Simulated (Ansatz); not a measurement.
Start from Pt in the fcc (Cu type) structure (space group Fm-3m, No. 225; relaxed with 0.1 eV smearing).

```
CELL_PARAMETERS angstrom
      0.00000     1.95989     1.95989
      1.95989     0.00000     1.95989
      1.95989     1.95989     0.00000
ATOMIC_POSITIONS crystal
  Pt 0.00000 0.00000 0.00000
```

All numbers come from PBEsol (Ansatz, an electronic-structure program, PAW, no spin-orbit coupling).

Base values:

```
Property    Value
--------  -------
Pressure  0.0 GPa
Band gap     zero
```

The change: the cell is scaled by 0.9850 in all directions, atoms relaxed at fixed cell.

Problem. Predict the new pressure, energy relative to the base and band gap.

Solution. The pressure goes from zero to 14.6 GPa; the energy grows by 29 meV/atom; the band gap stays zero.

The cells carry an imposed strain or load. No phonon test of stability was made. The final runs are not spin-polarised.
